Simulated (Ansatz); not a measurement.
The starting structures come from a database of crystals and need not be the phases stable at ambient conditions.

 Where the default PAW files enter, the runs use the earlier of Ansatz's two default sets.

Inside the gap of an insulator the Bloch states are evanescent, with a wavenumber k + iκ along the transport direction.

Input:

```yaml
crystal:
  lattice:
    - [4.33423, 0.00000, 0.00000]
    - [0.00000, 5.26255, 0.00000]
    - [2.16712, 0.00000, 3.75355]
  atoms:
    - { symbol: Ba, position: [0.00000, 0.99956, 0.00000] }
    - { symbol: Al, position: [0.66667, 0.53475, 0.66667] }
    - { symbol: Si, position: [0.33333, 0.45769, 0.33333] }
    - { symbol: H, position: [0.66667, 0.86509, 0.66667] }
```

Space group of this cell: P3m1. The cell is taken as given; by r2SCAN its mean pressure is -0.6 GPa.

Transport runs along the normal of the first two printed cell vectors, the (100) plane of the conventional cell.

The gap is the functional's own, uncorrected, and κ follows it; spin-orbit coupling is left out. Mid-gap values are interpolated between the computed energies.

**Question.** Predict the band gap and the smallest decay constant κ at mid-gap from r2SCAN in Ansatz (a program for electronic structure).

**Answer.** Gap 0.97 eV on a 8×6×8 mesh; κ = 0.127 1/Å, at (0.000, 0.500) of the in-plane reciprocal vectors. At the zone centre, at the nearest computed energy, the slowest state has κ = 0.13 1/Å.
